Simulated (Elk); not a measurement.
## Elk run on Be (P6_3/mmc, 2 atoms in the cell): self-consistent single point

Computed with PBE, all-electron FP-LAPW, Elk's shipped species files, APW+lo basis with extra local orbitals run with Elk.

Input as run:

```
tasks
  0

xctype
  20

rgkmax
  8.0

gmaxvr
  16.0

nxlo
  2

lorbcnd
  .true.

lmaxi
  2

swidth
  0.00367493

maxscl
  100

avec
    2.1637364102   -3.7477013966    0.0000000000
    2.1637364102    3.7477013966    0.0000000000
    0.0000000000    0.0000000000    6.7652195262

atoms
  1
  'Be.in'
  2
  0.3333333333  0.6666666667  0.2500000000    0.0 0.0 0.0
  0.6666666667  0.3333333333  0.7500000000    0.0 0.0 0.0

ngridk
  16 16 9
```

Output, abridged:

```
│ Elk code version 10.2.4 │

All units are atomic (Hartree, Bohr, etc.)

│ Ground-state run starting from atomic densities │

Lattice vectors :
   2.163736410      -3.747701397       0.000000000
   2.163736410       3.747701397       0.000000000
   0.000000000       0.000000000       6.765219526

Unit cell volume      :    109.7188440
Brillouin zone volume :    2.260780413

Muffin-tin inner radius fraction :   0.1000000000E-01

Nuclei treated as point charges

Species :    1 (Be)
 parameters loaded from : Be.in
 name : beryllium
 nuclear charge    :   -4.000000000
 electronic charge :    4.000000000
 atomic mass :    16428.20279
 muffin-tin radius :    1.800000000
 number of radial points in muffin-tin :    297
 atomic positions (lattice), magnetic fields (Cartesian) :
   1 :   0.33333333  0.16666667  0.25000000    0.00000000  0.00000000  0.00000000
   2 :  -0.33333333 -0.16666667 -0.25000000    0.00000000  0.00000000  0.00000000

Total number of atoms per unit cell :    2

Spin treatment :
 spin-unpolarised

Number of Bravais lattice symmetries :   24
Number of crystal symmetries         :   24
Crystal has inversion symmetry
Real symmetric eigensolver will be used

k-point grid :     16    16     9
k-point offset :    0.000000000       0.000000000       0.000000000
k-point set is reduced with full crystal symmetry group
Total number of k-points :      150

Muffin-tin radius times maximum |G+k| :    8.000000000
 using average radius
Maximum |G+k| for APW functions       :    4.444444444
Maximum (1/2)|G+k|²                   :    9.876543210
Maximum |G| for potential and density :    16.00000000
 potential will be trimmed for |G| > 2 gkmax
Constant for pseudocharge density :    7
Radial integration step length :    4

G-vector grid sizes :     24    24    35
Number of G-vectors :     7523

Maximum angular momentum used for
 APW functions                      :    8
 outer part of muffin-tin           :    6
 inner part of muffin-tin           :    2

Total nuclear charge    :   -8.000000000
Total core charge       :    4.000000000
Total valence charge    :    4.000000000
Total excess charge     :    0.000000000
Total electronic charge :    8.000000000

Effective Wigner radius, rₛ :    1.484912543

Number of empty states         :    8
Total number of valence states :   10
Total number of core states    :    4

Conduction state local-orbitals added automatically
Total number of local-orbitals :  130

Exchange-correlation functional :     20     0     0
 Perdew-Burke-Ernzerhof, Phys. Rev. Lett. 77, 3865 (1996)
 gradient requirement :    1
 generalised gradient approximation (GGA)

Smearing type :    3
 Fermi-Dirac
Smearing width :   0.3674930000E-02
Effective electronic temperature (K) :    1160.451112

Mixing type :    3
 Broyden mixing, J. Phys. A: Math. Gen. 17, L317 (1984)

Kohn-Sham potential initialised from atomic data

│ Self-consistent loop started │
│ Loop number : 1 │
 total energy                :     -29.7969126674
│ Loop number : 2 │
 total energy                :     -29.7949173889
RMS change in Kohn-Sham potential (target) :    10.97600609     (  0.1000000000E-05)
Absolute change in total energy (target)   :   0.1995278548E-02 (  0.1000000000E-03)
│ Loop number : 3 │
 total energy                :     -29.6841238619
RMS change in Kohn-Sham potential (target) :    5.546045865     (  0.1000000000E-05)
Absolute change in total energy (target)   :   0.1112923466     (  0.1000000000E-03)
│ Loop number : 4 │
 total energy                :     -29.6067073725
RMS change in Kohn-Sham potential (target) :    1.910345521     (  0.1000000000E-05)
Absolute change in total energy (target)   :   0.1052395760     (  0.1000000000E-03)
│ Loop number : 5 │
 total energy                :     -29.5747895276
RMS change in Kohn-Sham potential (target) :   0.5092873758     (  0.1000000000E-05)
Absolute change in total energy (target)   :   0.5822773890E-01 (  0.1000000000E-03)
│ Loop number : 6 │
 total energy                :     -29.5644605013
RMS change in Kohn-Sham potential (target) :   0.1122546896     (  0.1000000000E-05)
Absolute change in total energy (target)   :   0.2488596111E-01 (  0.1000000000E-03)
│ Loop number : 7 │
 total energy                :     -29.5609051951
RMS change in Kohn-Sham potential (target) :   0.1037408928E-01 (  0.1000000000E-05)
Absolute change in total energy (target)   :   0.9776796464E-02 (  0.1000000000E-03)
│ Loop number : 8 │
 total energy                :     -29.5601524644
RMS change in Kohn-Sham potential (target) :   0.4362545141E-02 (  0.1000000000E-05)
Absolute change in total energy (target)   :   0.3196929804E-02 (  0.1000000000E-03)
│ Loop number : 9 │
 total energy                :     -29.5596003226
RMS change in Kohn-Sham potential (target) :   0.5289117625E-03 (  0.1000000000E-05)
Absolute change in total energy (target)   :   0.1351374202E-02 (  0.1000000000E-03)
│ Loop number : 10 │
 total energy                :     -29.5595654089
RMS change in Kohn-Sham potential (target) :   0.2488498914E-03 (  0.1000000000E-05)
Absolute change in total energy (target)   :   0.3727573018E-03 (  0.1000000000E-03)
│ Loop number : 11 │
 total energy                :     -29.5595422614
RMS change in Kohn-Sham potential (target) :   0.6480722497E-05 (  0.1000000000E-05)
Absolute change in total energy (target)   :   0.1163368512E-03 (  0.1000000000E-03)
│ Loop number : 12 │
 total energy                :     -29.5595419752
RMS change in Kohn-Sham potential (target) :   0.3692575171E-05 (  0.1000000000E-05)
Absolute change in total energy (target)   :   0.2937037381E-04 (  0.1000000000E-03)
│ Loop number : 13 │
 total energy                :     -29.5595419707
RMS change in Kohn-Sham potential (target) :   0.2787192828E-06 (  0.1000000000E-05)
Absolute change in total energy (target)   :   0.7347117652E-05 (  0.1000000000E-03)
Convergence targets achieved

│ Loop number : 14 │

Energies :
 Fermi                       :     0.263296678800
 sum of eigenvalues          :     -13.3505871597
 electron kinetic            :      29.3087350024
 core electron kinetic       :      26.8504416262
 Coulomb                     :     -53.0242003829
 Coulomb potential           :     -35.1745987894
 nuclear-nuclear             :     -9.98766807466
 electron-nuclear            :     -50.8984658271
 Hartree                     :      7.86193351887
 Madelung                    :     -35.4369009882
 xc potential                :     -7.48472337265
 exchange                    :     -5.57687431539
 correlation                 :    -0.267089261749
 electron entropic           :    -0.113016425720E-03
 total energy                :     -29.5595419741

Density of states at Fermi energy :    2.475239629
 (states/Hartree/unit cell)

Estimated indirect band gap :   0.2384348315E-02
 from k-point     20 to k-point     57
Estimated direct band gap   :   0.4481945664E-01
 at k-point      7

Charges :
 core                        :    4.000000000
 valence                     :    4.000000000
 interstitial                :    2.235495473
 muffin-tins (core leakage)
  species :    1 (Be)
   atom    1                 :    2.882252263     (  0.1164109886E-02)
   atom    2                 :    2.882252263     (  0.1164109886E-02)
 total in muffin-tins        :    5.764504527
 total calculated charge     :    7.997296418
 total charge                :    8.000000000
 error                       :   0.2703582350E-02

│ Self-consistent loop stopped │
```

The run converged in 14 iterations. The count includes the last loop, which Elk runs after its targets are met.

The starting cell has typed, rounded lattice constants, without a prior relaxation at this level. Values depend on the basis (sphere radii, cutoffs, local orbitals), which need not be converged. The log's line on a gap gives a spacing of levels on this mesh, which the program prints for metals too.
